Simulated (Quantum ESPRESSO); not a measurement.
Quantum ESPRESSO run on Li₃Rh (Fm-3m, 4 atoms in the cell): self-consistent single point.

Computed with PBEsol, PseudoDojo standard norm-conserving (PBESOL) pseudopotentials (plane waves; Quantum ESPRESSO).

The change in words: lattice scaled by 0.98. Reference geometry:
```xyz
4
Lattice="-2.9814 0.0000 2.9814 0.0000 2.9814 2.9814 -2.9814 2.9814 0.0000" Properties=species:S:1:pos:R:3 pbc="T T T"
Li    -1.4907     1.4907     1.4907
Li    -4.4721     4.4721     4.4721
Li    -2.9814     2.9814     2.9814
Rh     0.0000     0.0000     0.0000
```

Reference input (self-consistent single point, DFT, PBEsol, plane waves, PseudoDojo standard norm-conserving (PBESOL) pseudopotentials): ecutwfc = 90 Ry; occupations = smearing; smearing = fermi-dirac; degauss = 0.0073499 Ry; potentials = {Li: Li.upf, Rh: Rh.upf}; K_POINTS = automatic 5 5 5 0 0 0; conv_thr = 1e-10 Ry; mixing_beta = 0.4. This run's input differs from it in these lines:

```diff
@@ -11,3 +11,3 @@
     ibrav = 2,
-    celldm(1) = 11.26809673,
+    celldm(1) = 11.04273555,
     nat = 4,
@@ -27,5 +27,5 @@
 ATOMIC_POSITIONS {angstrom}
-Li   -1.49070500    1.49070500    1.49070500
-Li   -4.47211500    4.47211500    4.47211500
-Li   -2.98141000    2.98141000    2.98141000
+Li   -1.46089100    1.46089100    1.46089100
+Li   -4.38267300    4.38267300    4.38267300
+Li   -2.92178200    2.92178200    2.92178200
 Rh    0.00000000    0.00000000    0.00000000
```

Output (repeated stretches shortened):

```
     Self-consistent Calculation

     iteration #  1     ecut=    90.00 Ry     beta= 0.40

---- Real-time Memory Report at c_bands before calling an iterative solver
            73 MiB given to the printing process from OS
            42 MiB allocation reported by mallinfo(arena+hblkhd)
------------------

     Threshold (ethr) on eigenvalues was too large:
     Diagonalizing with lowered threshold

---- Real-time Memory Report at c_bands before calling an iterative solver
            78 MiB given to the printing process from OS
            45 MiB allocation reported by mallinfo(arena+hblkhd)
------------------

   [... lines left out ...]

---- Real-time Memory Report at c_bands before calling an iterative solver
            98 MiB given to the printing process from OS
            61 MiB allocation reported by mallinfo(arena+hblkhd)
------------------

     total energy              =    -277.35193369 Ry
     estimated scf accuracy    <          1.2E-09 Ry

     iteration # 11     ecut=    90.00 Ry     beta= 0.40

---- Real-time Memory Report at c_bands before calling an iterative solver
            98 MiB given to the printing process from OS
            61 MiB allocation reported by mallinfo(arena+hblkhd)
------------------
     End of self-consistent calculation

     the Fermi energy is     7.4003 ev

!    total energy              =    -277.35193369 Ry
     estimated scf accuracy    <          2.8E-12 Ry
     smearing contrib. (-TS)   =      -0.00137945 Ry
     internal energy E=F+TS    =    -277.35055424 Ry

     convergence has been achieved in  11 iterations

     Forces acting on atoms (cartesian axes, Ry/au):

     atom    1 type  1   force =    -0.00000000   -0.00000000    0.00000000
   [... zero for the other atoms too ...]

     Total force =     0.000000     Total SCF correction =     0.000000

          total   stress  (Ry/bohr**3)                   (kbar)     P=       25.85
   0.00017574  -0.00000000  -0.00000000           25.85       -0.00       -0.00
  -0.00000000   0.00017574   0.00000000           -0.00       25.85        0.00
  -0.00000000   0.00000000   0.00017574           -0.00        0.00       25.85

   JOB DONE.
```

The run converged in 11 iterations. Against the reference run the free energy rises by 4.9 meV/atom, the pressure goes from -0.46 to 2.59 GPa and the gap on the mesh goes from 0.626 to 0.671 eV.

The starting cell comes from a database of computed structures (which also holds hypothetical and non-ambient phases and stackings), without a prior relaxation at this level. For this run, on top of that: lattice scaled by 0.98.
